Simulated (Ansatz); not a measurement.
Consider C (space group Fmmm, No. 69; layered, stacked along the Cartesian z axis).

```
CELL_PARAMETERS angstrom
      0.00000     2.12546     3.37650
      1.22810     0.00000     3.37650
      1.22810     2.12546     0.00000
ATOMIC_POSITIONS crystal
  C  0.16665 0.83335 0.16665
  C  0.83335 0.16665 0.83335
```

Method: DFT with r2SCAN+rVV10, PAW potentials and a 500 eV plane-wave cutoff in Ansatz (a quantum-chemistry and plane-wave program), no SOC.

For the base:

- In-plane lattice parameter a = 2.455 Å
- Shortest interatomic distance = 1.417 Å

Now apply this change: a free-standing slab of 2 layers (4 atoms, 2 a layer) is cut normal to the stacking axis, with 15 Å of vacuum and the in-plane cell relaxed.

Question: Predict the new excess energy per area of both faces, in-plane lattice parameter a, thickness between the outermost nuclei and shortest interatomic distance.

Answer: The excess energy per area of both faces (slab less bulk energy over the cell's area: twice a surface energy) amounts to 0.4 J/m² (uncertain by up to 0.1 J/m²); the in-plane lattice parameter a stays 2.455 Å; the thickness between the outermost nuclei comes out as 3.39 Å; the shortest interatomic distance stays 1.417 Å.

The excess energy carries the mismatch between the slab's and the bulk's meshes. Whether these cells are dynamically stable was not tested. The base started in Cmme and relaxed to Fmmm at this level. This is not the structure that C has at room temperature and ambient pressure.
